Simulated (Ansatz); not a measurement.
Consider the following.

```xyz
1
Lattice="0.0000 1.9610 1.9610 1.9610 0.0000 1.9610 1.9610 1.9610 0.0000" Properties=species:S:1:pos:R:3 pbc="T T T"
Au     0.0000     0.0000     0.0000
```

Calculation: PBEsol, DFPT electron-phonon coupling, linearised Boltzmann equation (plane waves, PAW, scalar-relativistic; Ansatz, a program for electronic structure). Condition of this run: hydrostatic pressure 30 GPa (the target of the relaxation). Geometry: relaxed with this functional, without spin-orbit coupling, then loaded as said.

Problem. Predict the intrinsic resistivity at 300 K.

Solution. 1.40 μΩ·cm.

Problem. And the electrons' mean free path at that temperature?

Solution. 57 nm, weighted by the current that each state carries. Wires not much wider than this gain resistivity from their walls.

A metal at this level (no band gap). Only scattering by harmonic phonons is included (no impurities, grain boundaries, electron-electron scattering or thermal expansion). Spin-orbit coupling is left out, which matters with elements this heavy. Halving the electron mesh (36x36x36) moves the resistivity by up to 2 % at 300 K, the mean free path by up to 2 %. Smearing 0.20 eV; phonons on a 6x6x6 q mesh, which this run doesn't test.
